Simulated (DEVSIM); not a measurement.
Device: illuminated Si n-on-p cell, one wavelength, at 350 K.

Layer 1 from the left is Si, thickness (μm) 0.230, Nd (cm⁻³) 5.7e18, τn (s) 1.3e-6, τp (s) 8.1e-7, absorption coefficient (cm⁻¹) 28000. Layer 2 from the left is Si, thickness (μm) 27.0, Na (cm⁻³) 2.7e17, τn (s) 7.4e-6, τp (s) 7.4e-6, absorption coefficient (cm⁻¹) 28000.

Left contact: ohmic, minority hole recombination velocity 3e5 cm/s. Right contact: ohmic, minority electron recombination velocity 100 cm/s. Voltage is applied to the left contact. Recombination: SRH at mid-gap, radiative, Auger. Gap narrowing is on: ΔEg = 6.92 meV × (l + √(l² + 0.5)), l = ln(N/1.3e17 cm⁻³), shared equally by both band edges. Light enters at the left, 1.3e18 photons cm⁻² s⁻¹, one pass, no reflection. Mobility is constant in doping.

This is a model device: material constants are rounded textbook-type values typed into the input, and sizes, dopings and lifetimes were drawn at random. Values at 300 K; Nc and Nv go as T^1.5, mobilities as T to minus their exponent, the gap by Varshni's rule with the affinity fixed.

Si: gap (eV) 1.124, affinity (eV) 4.05, permittivity 11.7, Nc (cm⁻³) 2.86e19, Nv (cm⁻³) 3.1e19, μn (cm²/Vs) 1417, μp (cm²/Vs) 470, T exponent of μn 2.3, T exponent of μp 2.2, B (cm³/s) 4.7e-15, Cn (cm⁶/s) 2.8e-31, Cp (cm⁶/s) 9.9e-32, Varshni α (eV/K) 0.000473, Varshni β (K) 636.

DEVSIM, 1D drift-diffusion, Boltzmann statistics, complete ionisation; no tunnelling, impact ionisation, image-force lowering or self-heating.

Dark forward current:

```tsv
|V| (V)	|J| (A/cm²)
0.05	2.199e-8
0.10	1.248e-7
0.15	6.376e-7
0.20	3.268e-6
0.25	1.692e-5
0.30	8.819e-5
0.35	0.0004613
0.40	0.002416
0.45	0.01267
0.50	0.06640
0.55	0.3476
0.60	1.807
0.65	9.068
0.70	39.73
0.75	130.1
0.80	326.4
0.85	743.1
0.90	1698
0.95	3889
```

Question: Work out the local ideality factor n = ΔV / (kT/q · ln(J2/J1)) between the rows 0.15 and 0.20 V, 0.40 and 0.45 V, 0.90 and 0.95 V.

Answer: kT/q = 30.16 mV. From 0.15 to 0.20 V: ln(3.268e-6/6.376e-7) = 1.634, n = 1.01, near the 1 of diffusion or emission over a barrier. From 0.40 to 0.45 V: ln(0.01267/0.002416) = 1.657, n = 1.00, near the 1 of diffusion or emission over a barrier. From 0.90 to 0.95 V: ln(3889/1698) = 0.829, n = 2.00.

Question: What current could the absorbed light give at most, and what share is collected?

Answer: Σ αd = 76.2, so qΦ(1 − exp(−Σ αd)) = 208 mA/cm². The simulated short-circuit current is 186.3 mA/cm², a share of 0.89.

Question: Estimate the open-circuit voltage by superposition: the voltage at which the dark current equals that short-circuit current.

Answer: Interpolating ln J in the table gives 0.531 V. The simulation gives 0.531 V, the same within the digits that matter. Superposition holds where collection doesn't change with voltage.

Question: Estimate the fill factor from FF0 = (v − ln(v + 0.72))/(v + 1), v = qVoc/(nkT), with n from the dark curve.

Answer: The rows about Voc, 0.50 and 0.55 V, give n = 1.00, so v = 17.6 and FF0 = 0.790. The simulation gives 0.788, the same within the digits that matter.
